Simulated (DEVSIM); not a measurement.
Device: Pt/SiO2/p-Si capacitor, at 300 K.

Layer 1 from the left is SiO2, thickness (nm) 4.10. Layer 2 from the left is Si, thickness (nm) 2100, Na (cm⁻³) 7.6e16.

Metal gate on the left, work function 5.6 eV. Fixed charge at the semiconductor interface -3.4e10 cm⁻² (in units of +e); no interface traps.

This is a model device: material constants are rounded textbook-type values typed into the input, and sizes, dopings and lifetimes were drawn at random. Values at 300 K.

SiO2: gap (eV) 9, affinity (eV) 0.9, permittivity 3.9. Si: gap (eV) 1.124, affinity (eV) 4.05, permittivity 11.7, Nc (cm⁻³) 2.86e19, Nv (cm⁻³) 3.1e19.

Simulated with DEVSIM: 1D Poisson equation in equilibrium, Boltzmann statistics, complete ionisation; no quantum confinement or tunnelling. Metal contacts follow the ideal Schottky-Mott rule: no Fermi-level pinning, no interface dipoles.

**Question.** What does the simulation give for the minimum of the low-frequency capacitance, the flat-band voltage?

**Answer.** minimum of the low-frequency capacitance 0.0892 μF/cm²; flat-band voltage 0.59 V.
